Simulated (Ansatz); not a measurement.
A self-consistent single point of SrTiO₃ (Pm-3m, 5 atoms in the cell) with Ansatz (an electronic-structure program).

Method: LDA (PW92), default PAW files made with PBE (plane waves; Ansatz).

```xyz
5
Lattice="3.9890 0.0000 0.0000 0.0000 3.9890 0.0000 0.0000 0.0000 3.9890" Properties=species:S:1:pos:R:3 pbc="T T T"
Sr     0.0000     0.0000     0.0000
Ti     1.9945     1.9945     1.9945
O      1.9945     0.0000     1.9945
O      0.0000     1.9945     1.9945
O      1.9945     1.9945     0.0000
```

Reference input (self-consistent single point, DFT, PBE, plane waves, default PAW files): kpoints.mp_grid.grid = 6 6 6; hamiltonian.xc = pbe; hamiltonian.pseudopotentials = {kind: paw} (the program's default PAW files); scf.occupations.method = fermi_dirac; scf.occupations.width = 0.02 eV. This run's input differs from it in these lines:

Ansatz 0.2 input:
```diff
@@ -14,3 +14,3 @@
 hamiltonian:
-  xc: pbe
+  xc: lda
   pseudopotentials: { kind: paw }
```

Output, abridged:

```
SCF iter   1: F=—  HF=-7569.118343 eV  |F-HF|=—  |Δ(HF+E_count)|=         —  Δρ=1.98e-2  dr2=2.43e-1  ethr=1.77e-3  ⟨swp⟩=7.5  Hψ=2651  notcnv=0
all-band conjugate gradients solve this SCF's bands
preconditioner: auto → Resta (q_TF=auto, 2.526 Å⁻¹)
SCF iter   2: F=—  HF=-7569.075710 eV  |F-HF|=—  |Δ(HF+E_count)|=   4.26e-2  Δρ=6.08e-3  dr2=2.81e-2  ethr=6.09e-4  ⟨swp⟩=2.2  Hψ=905  notcnv=0  defer=19
SCF iter   3: F=—  HF=-7569.071139 eV  |F-HF|=—  |Δ(HF+E_count)|=   4.57e-3  Δρ=2.17e-3  dr2=3.60e-3  ethr=7.02e-5  ⟨swp⟩=2.0  Hψ=712  notcnv=0  defer=20
SCF iter   4: F=—  HF=-7569.070433 eV  |F-HF|=—  |Δ(HF+E_count)|=   7.06e-4  Δρ=2.00e-4  dr2=2.75e-5  ethr=9.00e-6  ⟨swp⟩=2.0  Hψ=712  notcnv=0  defer=20
SCF iter   5: F=—  HF=-7569.070435 eV  |F-HF|=—  |Δ(HF+E_count)|=   2.42e-6  Δρ=4.12e-5  dr2=4.24e-7  ethr=6.86e-8  ⟨swp⟩=2.4  Hψ=790  notcnv=0  defer=20
SCF iter   6: F=-7569.070435 eV  HF=-7569.070435 eV  |F-HF|=3.47e-9  |Δ(HF+E_count)|=   1.01e-7  Δρ=6.77e-6  dr2=2.21e-8  ethr=2.50e-10  ⟨swp⟩=9.9  Hψ=2578  notcnv=0
SCF 1 converged in 6 iterations: F = -7569.070435 eV  dr2 = 2.21e-8
Free energy (F): -7569.070435 eV
Internal energy: -7569.070435 eV  (E = F + TS)
E sigma→0 (E₀):  -7569.070435 eV
Fermi energy:    9.571641 eV
--- Forces (eV/Å), atoms counted from 1 ---
  atom   1  Sr     0.00000000    -0.00000000     0.00000000
   [... zero for the other atoms too ...]
--- Stress (GPa, compression-positive) ---
      -16.612020       0.000000       0.000000
        0.000000     -16.612020       0.000000
        0.000000       0.000000     -16.612020
  P = ⅓ Tr σ = -16.6120 GPa (-166.120 kbar)
  The stress holds the Pulay correction. Without it, at fixed plane waves, as pw.x and ABINIT print it: P = -17.3637 GPa
```

The run converged in 6 iterations. Against the reference run the pressure goes from -6.21 to -16.61 GPa and the gap on the mesh goes from 1.762 to 1.667 eV.

The starting cell has typed, rounded lattice constants, without a prior relaxation at this level. Its lattice was rescaled by a random factor within 2.5 % of one. With a pressure of about -17 GPa the cell is away from its equilibrium volume at this level. Ansatz's pressure includes its estimate of the finite-basis (Pulay) stress. Without the estimate this run gives -17.36 GPa.
